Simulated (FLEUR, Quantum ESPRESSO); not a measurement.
A Quantum ESPRESSO input for a self-consistent single point of BaMg₆W (P4/mmm, 8 atoms in the cell) (DFT, LDA (PZ), plane waves, GBRV 1.5 ultrasoft (LDA) pseudopotentials):

```fortran
&CONTROL
  calculation = 'scf'
  prefix = 'pwscf'
  outdir = './work'
  pseudo_dir = './'
  tprnfor = .true.
  tstress = .true.
/
&SYSTEM
  ibrav = 0
  celldm(1) = 12.339236962
  nat = 8
  ntyp = 3
  ecutwfc = 40
  ecutrho = 320
  occupations = 'smearing'
  smearing = 'fd'
  degauss = 0.0073499
/
&ELECTRONS
  conv_thr = 1.0d-9
  mixing_beta = 0.5
/
ATOMIC_SPECIES
Ba   137.3270  ba_lda_v1.uspp.F.UPF
Mg    24.3050  mg_lda_v1.4.uspp.F.UPF
W    183.8400  w_lda_v1.2.uspp.F.UPF
CELL_PARAMETERS {alat}
   1.000000000     0.000000000     0.000000000
   0.000000000     1.000000000     0.000000000
   0.000000000     0.000000000     0.653229127
ATOMIC_POSITIONS {crystal}
Ba    0.000000000    0.000000000    0.500000000
Mg    0.000000000    0.500000000    0.500000000
Mg    0.500000000    0.000000000    0.500000000
Mg    0.711380000    0.288620000    0.000000000
Mg    0.288620000    0.711380000    0.000000000
Mg    0.711380000    0.711380000    0.000000000
Mg    0.288620000    0.288620000    0.000000000
W     0.500000000    0.500000000    0.500000000
K_POINTS {automatic}
3 3 5  0 0 0
```

Q: Translate this input to FLEUR.

A: One input that does it (others would too):

Input of the input generator:

```
BaMg6W FLAPW
&input film=f /
6.5296430000 0.0000000000 0.0000000000
0.0000000000 6.5296430000 0.0000000000
0.0000000000 0.0000000000 4.2653530000
1.8897261246
1.0 1.0 1.0

8
56 0.0000000000 0.0000000000 0.5000000000
12 0.0000000000 0.5000000000 0.5000000000
12 0.5000000000 0.0000000000 0.5000000000
12 0.7113800000 0.2886200000 0.0000000000
12 0.2886200000 0.7113800000 0.0000000000
12 0.7113800000 0.7113800000 0.0000000000
12 0.2886200000 0.2886200000 0.0000000000
74 0.5000000000 0.5000000000 0.5000000000

&comp jspins=1 /
&exco xctyp='pz' /
&kpt div1=3 div2=3 div3=5 /
&end /
```

```xml
<?xml version="1.0" encoding="UTF-8" standalone="no"?>
<fleurInput fleurInputVersion="0.39">
   <comment>
      BaMg6W FLAPW                                                                                        
   </comment>
   <calculationSetup>
      <cutoffs Kmax="4.1" Gmax="14.3" GmaxXC="14.3" numbands="0"/>
      <scfLoop itmax="100" minDistance="0.00001" maxIterBroyd="25" imix="Anderson" alpha="0.05" precondParam="0.0" spinf="2.0"/>
      <coreElectrons ctail="T" frcor="F" kcrel="0" coretail_lmax="0"/>
      <xcFunctional name="pz" relativisticCorrections="F"/>
      <magnetism jspins="1"/>
      <soc l_soc="F" theta="0.0" phi="0.0" spav="F"/>
      <expertModes spex="0" secvar="F"/>
      <geometryOptimization l_f="T" forcealpha="1.0" forcemix="BFGS" epsdisp="0.00001" epsforce="0.00001"/>
      <ldaU l_linMix="F" mixParam="0.05" spinf="1.0"/>
   </calculationSetup>
   <cell>
      <bzIntegration valenceElectrons="84.0" mode="hist" fermiSmearingEnergy="0.00367493">
         <kPointListSelection listName="default-1"/>
         <!-- k-points included here -->
         <xi:include xmlns:xi="http://www.w3.org/2001/XInclude" href="kpts.xml"> </xi:include>
      </bzIntegration>
      <!-- symmetry operations included here -->
      <xi:include xmlns:xi="http://www.w3.org/2001/XInclude" href="sym.xml"> </xi:include>
      <bulkLattice scale="1.0">
         <bravaisMatrix>
            <row-1>   12.3392369614115172     0.0000000000000000     0.0000000000000000</row-1>
            <row-2>    0.0000000000000000    12.3392369614115172     0.0000000000000000</row-2>
            <row-3>    0.0000000000000000     0.0000000000000000     8.0603489947409841</row-3>
         </bravaisMatrix>
      </bulkLattice>
   </cell>
   <atomSpecies>
      <species name="Barium (Ba)" element="Ba" atomicNumber="56">
         <mtSphere radius="2.68" gridPoints="925" logIncrement="0.014"/>
         <atomicCutoffs lmax="10" lnonsphr="8"/>
         <electronConfig flipSpins="F">
            <coreConfig>(1s1/2) (2s1/2) (2p1/2) (2p3/2) (3s1/2) (3p1/2) (3p3/2) (4s1/2) (3d3/2) (3d5/2) (4p1/2) (4p3/2) (4d3/2) (4d5/2)</coreConfig>
            <valenceConfig>(5s1/2) (5p1/2) (5p3/2) (6s1/2)</valenceConfig>
         </electronConfig>
         <energyParameters s="6" p="6" d="5" f="4"/>
         <lo type="SCLO" l="0" n="5" eDeriv="0"/>
         <lo type="SCLO" l="1" n="5" eDeriv="0"/>
      </species>
      <species name="Magnesium (Mg)" element="Mg" atomicNumber="12">
         <mtSphere radius="2.48" gridPoints="857" logIncrement="0.013"/>
         <atomicCutoffs lmax="10" lnonsphr="8"/>
         <electronConfig flipSpins="F">
            <coreConfig>(1s1/2)</coreConfig>
            <valenceConfig>(2s1/2) (2p1/2) (2p3/2) (3s1/2)</valenceConfig>
         </electronConfig>
         <energyParameters s="3" p="3" d="3" f="4"/>
         <lo type="SCLO" l="0" n="2" eDeriv="0"/>
         <lo type="SCLO" l="1" n="2" eDeriv="0"/>
      </species>
      <species name="Tungsten (W)" element="W" atomicNumber="74">
         <mtSphere radius="2.68" gridPoints="925" logIncrement="0.015"/>
         <atomicCutoffs lmax="10" lnonsphr="8"/>
         <electronConfig flipSpins="F">
            <coreConfig>(1s1/2) (2s1/2) (2p1/2) (2p3/2) (3s1/2) (3p1/2) (3p3/2) (4s1/2) (3d3/2) (3d5/2) (4p1/2) (4p3/2) (4d3/2) (4d5/2) (4f5/2) (4f7/2)</coreConfig>
            <valenceConfig>(5s1/2) (5p1/2) (5p3/2) (6s1/2) (5d3/2) (5d5/2)</valenceConfig>
            <stateOccupation state="(5d3/2)" spinUp="0.8" spinDown="0.8"/>
            <stateOccupation state="(5d5/2)" spinUp="1.2" spinDown="1.2"/>
         </electronConfig>
         <energyParameters s="6" p="6" d="5" f="5"/>
         <lo type="SCLO" l="0" n="5" eDeriv="0"/>
         <lo type="SCLO" l="1" n="5" eDeriv="0"/>
      </species>
   </atomSpecies>
   <atomGroups>
      <atomGroup species="Barium (Ba)">
         <relPos label="                   1">.0000000000 .0000000000 1.000/2.000</relPos>
         <force calculate="T" relaxXYZ="TTT"/>
      </atomGroup>
      <atomGroup species="Magnesium (Mg)">
         <relPos label="                   2">.0000000000 1.000/2.000 1.000/2.000</relPos>
         <relPos label="                   3">1.000/2.000 .0000000000 1.000/2.000</relPos>
         <force calculate="T" relaxXYZ="TTT"/>
      </atomGroup>
      <atomGroup species="Magnesium (Mg)">
         <relPos label="                   4">-.2886200000 .2886200000 .0000000000</relPos>
         <relPos label="                   5">.2886200000 -.2886200000 .0000000000</relPos>
         <relPos label="                   6">-.2886200000 -.2886200000 .0000000000</relPos>
         <relPos label="                   7">.2886200000 .2886200000 .0000000000</relPos>
         <force calculate="T" relaxXYZ="TTT"/>
      </atomGroup>
      <atomGroup species="Tungsten (W)">
         <relPos label="                   8">1.000/2.000 1.000/2.000 1.000/2.000</relPos>
         <force calculate="T" relaxXYZ="TTT"/>
      </atomGroup>
   </atomGroups>
   <output dos="F" band="F" slice="F">
      <checks vchk="F" cdinf="F"/>
      <bandDOS minEnergy="-.5*Htr" maxEnergy="0.5*Htr" sigma="0.015" storeEVData="T"/>
      <vacuumDOS vacdos="F" integ="F" star="F" nstars="0" locx1="0.0" locy1="0.0" locx2="0.0" locy2="0.0" nstm="0" tworkf="0.0"/>
      <unfoldingBand unfoldBand="F" supercellX="1" supercellY="1" supercellZ="1"/>
      <plotting iplot="0" polar="F">
         <plot TwoD="T" vec1="  1.0  0.0  0.0" vec2="  0.0  1.0  0.0" vec3="  0.0  0.0  1.0" zero="  0.0  0.0  0.0" file="plot"/>
      </plotting>
      <chargeDensitySlicing numkpt="0" minEigenval="0.0" maxEigenval="0.0" nnne="0" pallst="F"/>
      <specialOutput eonly="F"/>
      <magneticCircularDichroism mcd="F" energyLo="-10.0" energyUp="0.0"/>
   </output>
  <!-- We include the file relax.xml here to enable relaxations (see documentation) -->
  <xi:include xmlns:xi="http://www.w3.org/2001/XInclude" href="relax.xml"> <xi:fallback/> </xi:include>
</fleurInput>
```

Basis settings and potentials, where a program has them, do not carry over. This input uses DFT, LDA (Perdew-Zunger), all-electron FLAPW (FLEUR), scalar-relativistic valence. LDA parametrisations can differ slightly between programs.

The starting cell comes from a database of computed structures (which also holds hypothetical and non-ambient phases and stackings), without a prior relaxation at this level. Its lattice was rescaled by a random factor within 2.5 % of one. For this run, on top of that: lattice scaled by 0.98.
